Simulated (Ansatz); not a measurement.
# Response to strain in Cu3N

Start from Cu3N (space group Pm-3m, No. 221; a = 3.827 Å). Axes: x, y, z lie along the cube axes.

Strains are applied to the cell and any free atomic positions relax; under biaxial strain the out-of-plane vector relaxes too.

All numbers come from DFT with PBE, PAW potentials and a 420 eV plane-wave cutoff in Ansatz (a first-principles code), spin-orbit coupling left out.

Notes on the quantities. energy relative to the base: free energy F.

| biaxial strain, plane normal [111], relaxed out of plane (%) | energy relative to the base (meV/atom) |
|---|---|
| 0 | 0.0 |
| 0.5 | 0.2 |
| 1 | 0.8 |
| 1.5 | ? |
| 2 | 3.1 |
| 2.5 | 4.8 |

### Question
Fit ΔE = Aε² + Bε³ (ε in %) to the rows shown and predict the withheld row.

### Answer
Least squares on the printed values gives A = 0.810 and B = -0.017 meV/atom (largest residual 0.0 meV/atom); this predicts 1.8 meV/atom, and the run gives 1.8 meV/atom, in agreement.

Whether these cells are dynamically stable was not tested. The final runs are not spin-polarised.
